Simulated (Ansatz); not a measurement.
Start from Mg in the hcp (Mg type) structure (space group P6_3/mmc, No. 194; a = 3.1751 Å, c = 5.1628 Å; relaxed with 0.1 eV smearing). Axes: x lies along a and z along c of the hexagonal cell.

Level of theory: Ansatz (a first-principles code), PBEsol, PAW, cutoff 420 eV, scalar-relativistic without spin-orbit coupling.

The change: uniaxial strain ε_xx = +2.50 %, all other strain components held at zero, atoms relaxed at fixed cell.

**Question.** Predict the stress tensor and what it implies for the stiffness.

**Answer.** Stress of the strained cell less that of the base (GPa, compression positive):
```
   -1.5     0.0     0.0
    0.0    -0.6     0.0
    0.0     0.0    -0.5
```

Then −Δσ_ii/ε with ε = 0.0250 gives secant stiffness values (nonlinear terms included at this strain): C11 ≈ 59 GPa, C12 ≈ 24 GPa and C13 ≈ 20 GPa.

Whether these cells are dynamically stable was not tested.
